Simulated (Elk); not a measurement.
# Input and output of a self-consistent single point for YCo3B2 (P6/mmm, 6 atoms in the cell) (Elk)

Method of the run: LDA (PW92), all-electron FP-LAPW, Elk's shipped species files, default APW+lo basis (Elk).

Input:

```
tasks
  0

spinpol
  .true.

reducebf
  0.5

rmtscf
  0.87

nempty
  10

stype
  0

swidth
  0.00999582

maxscl
  100

avec
    9.5107456220    0.0000000694    0.0000000000
   -4.7553728710    8.2365472829    0.0000000000
    0.0000000000    0.0000000000    5.5357448122

atoms
  3
  'Y.in'
  1
  0.0000000000  0.0000000000  0.0000000000    0.0 0.0 0.0
  'Co.in'
  3
  0.5000000000  0.0000000000  0.5000000000    0.0 0.0 -0.75
  0.5000000000  0.5000000000  0.5000000000    0.0 0.0 -0.75
  0.0000000000  0.5000000000  0.5000000000    0.0 0.0 -0.75
  'B.in'
  2
  0.3333333333  0.6666666667  0.0000000000    0.0 0.0 0.0
  0.6666666667  0.3333333333  0.0000000000    0.0 0.0 0.0

ngridk
  6 6 9
```

The program printed (abridged):

```
│ Elk code version 10.2.4 │

All units are atomic (Hartree, Bohr, etc.)

│ Ground-state run starting from atomic densities │

Lattice vectors :
   9.510745622      0.6940000000E-07   0.000000000
  -4.755372871       8.236547283       0.000000000
   0.000000000       0.000000000       5.535744812

Unit cell volume      :    433.6464800
Brillouin zone volume :   0.5720102085

Muffin-tin inner radius fraction :   0.1000000000E-01

Nuclei treated as point charges

Species :    1 (Y)
 parameters loaded from : Y.in
 name : yttrium
 nuclear charge    :   -39.00000000
 electronic charge :    39.00000000
 atomic mass :    162065.4502
 muffin-tin radius :    2.262000000
 number of radial points in muffin-tin :    597
 atomic positions (lattice), magnetic fields (Cartesian) :
   1 :   0.00000000  0.00000000  0.00000000    0.00000000  0.00000000  0.00000000

Species :    2 (Co)
 parameters loaded from : Co.in
 name : cobalt
 nuclear charge    :   -27.00000000
 electronic charge :    27.00000000
 atomic mass :    107428.6517
 muffin-tin radius :    2.088000000
 number of radial points in muffin-tin :    497
 atomic positions (lattice), magnetic fields (Cartesian) :
   1 :   0.50000000  0.00000000  0.50000000    0.00000000  0.00000000 -0.75000000
   2 :   0.50000000  0.50000000  0.50000000    0.00000000  0.00000000 -0.75000000
   3 :   0.00000000  0.50000000  0.50000000    0.00000000  0.00000000 -0.75000000

Species :    3 (B)
 parameters loaded from : B.in
 name : boron
 nuclear charge    :   -5.000000000
 electronic charge :    5.000000000
 atomic mass :    19707.24741
 muffin-tin radius :    1.566000000
 number of radial points in muffin-tin :    297
 atomic positions (lattice), magnetic fields (Cartesian) :
   1 :   0.33333333 -0.33333333  0.00000000    0.00000000  0.00000000  0.00000000
   2 :  -0.33333333  0.33333333  0.00000000    0.00000000  0.00000000  0.00000000

Total number of atoms per unit cell :    6

   [... lines left out ...]
Maximum |G| for potential and density :    12.00000000
 potential will be trimmed for |G| > 2 gkmax
Constant for pseudocharge density :    7
Radial integration step length :    4

G-vector grid sizes :     40    40    24
Number of G-vectors :    12609

Maximum angular momentum used for
 APW functions                      :    8
 outer part of muffin-tin           :    6
 inner part of muffin-tin           :    1

Total nuclear charge    :   -130.0000000
Total core charge       :    68.00000000
Total valence charge    :    62.00000000
Total excess charge     :    0.000000000
Total electronic charge :    130.0000000

Effective Wigner radius, rₛ :   0.9269037118

Number of empty states         :   60
Total number of valence states :  182
Total number of core states    :   68

Total number of local-orbitals :   72

Exchange-correlation functional :      3     0     0
 Perdew-Wang/Ceperley-Alder, Phys. Rev. B 45, 13244 (1992)
 gradient requirement :    0
 local density approximation (LDA)

Smearing type :    0
 Gaussian
Smearing width :   0.9995820000E-02
Effective electronic temperature (K) :    3156.430308

Mixing type :    3
 Broyden mixing, J. Phys. A: Math. Gen. 17, L317 (1984)

Kohn-Sham potential initialised from atomic data
│ Self-consistent loop started │
│ Loop number : 1 │
 total energy                :     -7602.55146958
 total moment                :    3.725330730
│ Loop number : 2 │
 total energy                :     -7603.10403991
 total moment                :    3.695301862
RMS change in Kohn-Sham potential (target) :   0.2030445501     (  0.1000000000E-05)
Absolute change in total energy (target)   :   0.5525703334     (  0.1000000000E-03)
│ Loop number : 3 │
 total energy                :     -7602.63299134
 total moment                :    3.637970768
RMS change in Kohn-Sham potential (target) :   0.2004610257     (  0.1000000000E-05)
Absolute change in total energy (target)   :   0.3329059928     (  0.1000000000E-03)
│ Loop number : 4 │
 total energy                :     -7604.15565118
 total moment                :    3.378733728
RMS change in Kohn-Sham potential (target) :   0.1896031026     (  0.1000000000E-05)
Absolute change in total energy (target)   :    1.439433348     (  0.1000000000E-03)
│ Loop number : 5 │
 total energy                :     -7601.49062778
   [... lines left out ...]
RMS change in Kohn-Sham potential (target) :   0.4284663202E-05 (  0.1000000000E-05)
Absolute change in total energy (target)   :   0.7473127425E-04 (  0.1000000000E-03)
│ Loop number : 20 │
 total energy                :     -7604.75400969
 total moment                :  -0.7169499844E-04
RMS change in Kohn-Sham potential (target) :   0.1432266942E-05 (  0.1000000000E-05)
Absolute change in total energy (target)   :   0.5632994689E-03 (  0.1000000000E-03)
│ Loop number : 21 │
 total energy                :     -7604.75405738
 total moment                :  -0.3925225380E-05
RMS change in Kohn-Sham potential (target) :   0.1346475378E-05 (  0.1000000000E-05)
Absolute change in total energy (target)   :   0.1885079710E-03 (  0.1000000000E-03)
│ Loop number : 22 │
 total energy                :     -7604.75394442
 total moment                :   0.1150436614E-03
RMS change in Kohn-Sham potential (target) :   0.6907113026E-06 (  0.1000000000E-05)
Absolute change in total energy (target)   :   0.6583111917E-04 (  0.1000000000E-03)
Convergence targets achieved

│ Loop number : 23 │

Energies :
 Fermi                       :     0.385083864538
 sum of eigenvalues          :     -4413.31928985
 electron kinetic            :      7769.72289668
 core electron kinetic       :      7299.09053507
 Coulomb                     :     -15088.8011814
 Coulomb potential           :     -11804.7724497
 nuclear-nuclear             :     -965.467952285
 electron-nuclear            :     -16441.8940085
 Hartree                     :      2318.56077943
 Madelung                    :     -9186.41495655
 xc potential                :     -378.269736861
 xc effective B-field        :    -0.256758594617E-09
 external B-field            :      0.00000000000
 exchange                    :     -274.411656467
 correlation                 :     -11.2640441963
 total energy                :     -7604.75398537
 (external B-field energy excluded from total)

Density of states at Fermi energy :    91.33309931
 (states/Hartree/unit cell)

Estimated indirect band gap :   0.1194691625E-02
 from k-point     30 to k-point     33
Estimated direct band gap   :   0.2332214535E-02
 at k-point     33

Charges :
 core                        :    68.00000000
 valence                     :    62.00000000
 interstitial                :    9.864710163
 muffin-tins (core leakage)
  species :    1 (Y)
   atom    1                 :    36.27214324     (  0.8521031181E-04)
  species :    2 (Co)
   atom    1                 :    25.67892322     (  0.2455827269E-02)
   atom    2                 :    25.67892322     (  0.2455827269E-02)
   atom    3                 :    25.67892322     (  0.2455827269E-02)
  species :    3 (B)
   atom    1                 :    3.413188467     (  0.3699162759E-03)
   atom    2                 :    3.413188467     (  0.3699162759E-03)
 total in muffin-tins        :    120.1352898
 total calculated charge     :    129.9937406
 total charge                :    130.0000000
 error                       :   0.6259441087E-02

Moments :
 interstitial                :  -0.3466996528E-04
 muffin-tins
  species :    1 (Y)
   atom    1                 :  -0.1061580595E-04
  species :    2 (Co)
   atom    1                 :   0.5760430040E-04
   atom    2                 :   0.5760430040E-04
   atom    3                 :   0.5760430040E-04
  species :    3 (B)
   atom    1                 :  -0.5538938573E-05
   atom    2                 :  -0.5538938573E-05
 total in muffin-tins        :   0.1511192181E-03
 total moment                :   0.1164492528E-03

│ Self-consistent loop stopped │
```

The run converged in 23 iterations. The count includes the last loop, which Elk runs after its targets are met.

The starting cell comes from a database of computed structures (which also holds hypothetical and non-ambient phases and stackings), without a prior relaxation at this level. The starting moments vanished: the run ended non-magnetic, which need not be the lowest state. Values depend on the basis (sphere radii, cutoffs, local orbitals), which need not be converged. The log's line on a gap gives a spacing of levels on this mesh, which the program prints for metals too.

Cost on one core of a shared machine: roughly 4 min.
